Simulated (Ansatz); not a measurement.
ZnCu2SnSe4 under a change: Se on a Cu site (antisite), symmetric start

Take a 16-atom supercell of ZnCu2SnSe4 (space group I-4, No. 82; a = 5.7636 Å, c = 11.5260 Å) at its relaxed geometry as the base.

The change: one Cu atom is replaced by Se, atoms relaxed at fixed cell.

Level of theory: DFT with PBE, PAW potentials and a 420 eV plane-wave cutoff in Ansatz (a quantum-chemistry and plane-wave program), spin-orbit coupling left out. k-mesh 3×4×4 (Γ-centred); smearing 0.05 eV (Fermi–Dirac).

```tsv
quantity	base	changed	shift
pressure	0.0 GPa	3.2 GPa	+3.2 GPa
energy gained by relaxation	–	1.94 eV	–
largest displacement of a host atom from its site in the perfect cell	–	0.57 Å	–
shift of the substituted atom off its lattice site	–	1.16 Å	–
```

The cell is small, so the values are those of an ordered compound at a high defect concentration; dilute-limit values will differ. The mesh was chosen for an insulator and is coarse for the gapless case. The defect started on the symmetric site and kept its symmetry, so it may sit on a saddle. All final runs are without spin polarisation. The defect cell is not spin-polarised.
